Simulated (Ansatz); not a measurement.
**A constructed model of the (110) surface of bcc Fe, ferromagnetic, a pseudomorphic layer of Ge in the host's stacking (bottom of the slab: a bare face, its two planes held)**

Computed with PBE (plane waves to 420 eV, PAW; Ansatz, a program for electronic structure).

Model: 7-atom slab, 12.2 Å thick at the start, 16x16x1 mesh, Fermi-Dirac 0.1 eV, dipole correction, 2 atoms held, the rest relaxed; symmetry of the start imposed; spin-polarised, ending with about 13.4 μB a cell; orders that need a larger cell were not tried, no spin-orbit, no U. It is one candidate, not shown to be the stable structure of the face.

```json
{
  "work_function_of_the_top_face": "4.26 eV",
  "energy_released_by_relaxation": "0.020 eV",
  "magnetic_moment_of_the_cell": "13.40 μB",
  "cost": "very roughly 7 core-minutes"
}
```
